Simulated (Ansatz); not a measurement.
Band structure of NaBi (P4/mmm, 2 atoms in the cell).

```
CELL_PARAMETERS angstrom
      3.40520     0.00000     0.00000
      0.00000     3.40520     0.00000
      0.00000     0.00000     4.86714
ATOMIC_POSITIONS crystal
  Na 0.50000 0.50000 0.50000
  Bi 0.00000 0.00000 0.00000
```

Level of theory: PBEsol, PAW files made with PBE (plane waves; Ansatz, a program for electronic structure).

Settings: kpoints.mp_grid.grid = 10 10 7; hamiltonian.xc = pbesol; hamiltonian.pseudopotentials = {kind: paw} (the program's default PAW files); scf.occupations.method = fermi_dirac; scf.occupations.width = 0.1 eV; kpoints.band_path.npoints = 8.

The starting cell comes from a database of computed structures (which also holds hypothetical and non-ambient phases and stackings), without a prior relaxation at this level. Spin-orbit coupling is off.

Levels in eV from the Fermi level, bands 9 to 15:
```
point       9      10     11     12     13    14    15
-----  ------  ------  -----  -----  -----  ----  ----
Γ      -22.22  -11.81  -1.87   0.56   3.09  3.09  6.34
X      -22.18  -10.23  -4.18  -0.17   3.13  4.69  4.69
M      -22.17   -8.74  -2.41  -2.41   1.68  2.55  5.76
Z      -22.22  -11.62  -4.08   3.27   3.27  6.27  6.56
R      -22.18  -10.12  -3.81  -1.95   1.46  4.94  8.57
A      -22.17   -8.62  -2.19  -2.19  -0.07  3.17  3.67
```

Bands cross the Fermi level along this path, so the cell is metallic at this level.

Keys are those of Ansatz 0.2.
